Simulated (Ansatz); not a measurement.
Ansatz (an electronic-structure program) run on a (001) slab of FeGe (cut from a parent of space group no. 191; 12 atoms in the cell): self-consistent single point.

Level of theory: LDA (PW92), default PAW files made with PBE (plane waves; Ansatz).

```yaml
crystal:
  lattice:
    - [4.97261, 0.00000, 0.00000]
    - [-2.48631, 4.30641, 0.00000]
    - [0.00000, 0.00000, 20.14279]
  atoms:
    - { symbol: Fe, position: [0.50000, 0.00000, 0.44917], spin: 4.0 }
    - { symbol: Fe, position: [0.50000, 0.50000, 0.44917], spin: 4.0 }
    - { symbol: Fe, position: [0.00000, 0.50000, 0.44917], spin: 4.0 }
    - { symbol: Ge, position: [0.00000, 0.00000, 0.44917] }
    - { symbol: Ge, position: [0.33333, 0.66667, 0.34752] }
    - { symbol: Ge, position: [0.66667, 0.33333, 0.34752] }
    - { symbol: Fe, position: [0.50000, 0.00000, 0.65248], spin: 4.0 }
    - { symbol: Fe, position: [0.50000, 0.50000, 0.65248], spin: 4.0 }
    - { symbol: Fe, position: [0.00000, 0.50000, 0.65248], spin: 4.0 }
    - { symbol: Ge, position: [0.00000, 0.00000, 0.65248] }
    - { symbol: Ge, position: [0.33333, 0.66667, 0.55083] }
    - { symbol: Ge, position: [0.66667, 0.33333, 0.55083] }
```
(The spins are starting values, not results.)

Reference input (self-consistent single point, DFT, LDA (PW92), plane waves, default PAW files made with PBE): basis.ecutwfc = 30.9 Ry; kpoints.mp_grid.grid = 4 4 1; hamiltonian.xc = lda; hamiltonian.pseudopotentials = {kind: paw} (the program's default PAW files); magnetization.spin_polarized = true; scf.occupations.method = fermi_dirac; scf.occupations.width = 0.0073 Ry. This run's input differs from it in these lines:

Ansatz 0.2 input:
```diff
@@ -19,3 +19,3 @@
 basis:
-  ecutwfc: 30.9 Ry
+  ecutwfc: 37.1 Ry
 kpoints:
```

Output (repeated stretches shortened):

```
SCF iter   1: F=—  HF=-51813.392228 eV  |F-HF|=—  |Δ(HF+E_count)|=         —  Δρ=1.02e-1 (↑1.02e-1 ↓7.97e-2)  dr2=1.12e1  dr2_m=3.16e1  M=10.196 μB ∫|m|=11.614 μB  β_m=0.30  ethr=3.10e-3  ⟨swp⟩=9.5  Hψ=4864  notcnv=0  defer=21
Mixer restart at iter 1: flushing history
all-band conjugate gradients solve this SCF's bands
preconditioner: auto → LDOS
spin=Collinear: LDOS preconditioning applied to the charge; magnetization (m = ρ↑ − ρ↓) channel mixes plain (no charge-response kernel on spin).
   [... lines left out ...]
SCF iter  21: F=-51811.874412 eV  HF=-51811.874412 eV  |F-HF|=2.84e-10  |Δ(HF+E_count)|=  8.00e-11  Δρ=1.30e-7 (↑4.85e-8 ↓1.30e-7)  dr2=2.68e-10  dr2_m=7.11e-12  M=9.459 μB ∫|m|=10.813 μB  β_m=1.00  ethr=1.00e-12  ⟨swp⟩=1.5  Hψ=2257  notcnv=0  κ⁻¹=9.9e-6(r=6)
SCF iter  22: F=-51811.874412 eV  HF=-51811.874412 eV  |F-HF|=1.46e-11  |Δ(HF+E_count)|=  2.18e-11  Δρ=7.41e-8 (↑2.45e-8 ↓7.41e-8)  dr2=9.14e-11  dr2_m=2.72e-12  M=9.459 μB ∫|m|=10.813 μB  ethr=1.00e-12  ⟨swp⟩=1.0  Hψ=2106  notcnv=0
SCF 1 converged in 22 iterations: F = -51811.874412 eV  dr2 = 9.14e-11
this state was not tested for a lower state beside it, because too few of the mixer's solves of this state at the end of the SCF gave a reading for the test …
an eigenvalue changed by more than its tolerance at an iteration that met the thresholds in force, so the SCF went on 7 times, its first undamped step at …
Magnetization: 9.4593 μB (94.7297 up, 85.2703 down)
Absolute magnetization: 10.8175 μB (∫|ρ↑−ρ↓|, with the PAW one-centre terms)
Spin contamination: 0.3471 ħ² per cell (⟨S²⟩ above its minimum at these occupations)
   [... lines left out ...]
Free energy (F): -51811.874412 eV
Fermi energy:    2.700493 eV
   [... lines left out ...]
  atom  12  Ge     0.00000000    -0.00000000     0.26906011
--- Stress (GPa, compression-positive) ---
       -6.562169       0.000000      -0.000000
        0.000000      -6.562169       0.000000
       -0.000000       0.000000      -3.964989
  P = ⅓ Tr σ = -5.6964 GPa (-56.964 kbar)
  The stress holds the Pulay correction. Without it, at fixed plane waves, as pw.x and ABINIT print it: P = -5.7081 GPa
```

The run converged in 22 iterations. 

The starting cell comes from a database of computed structures (which also holds hypothetical and non-ambient phases and stackings), without a prior relaxation at this level. The slab is cut from that crystal, and its faces are unrelaxed. Its lattice was rescaled by up to half a per cent. The magnetic order is the one reached from the typed start; others were not searched systematically. The two faces of this cut differ, and no dipole correction was used. Forces in this geometry exceed 1 eV/Å.

These are the values that this program gave, and no reference: magnetic slabs can end in a higher state.

Cost on one core of a shared machine: roughly 2 min.
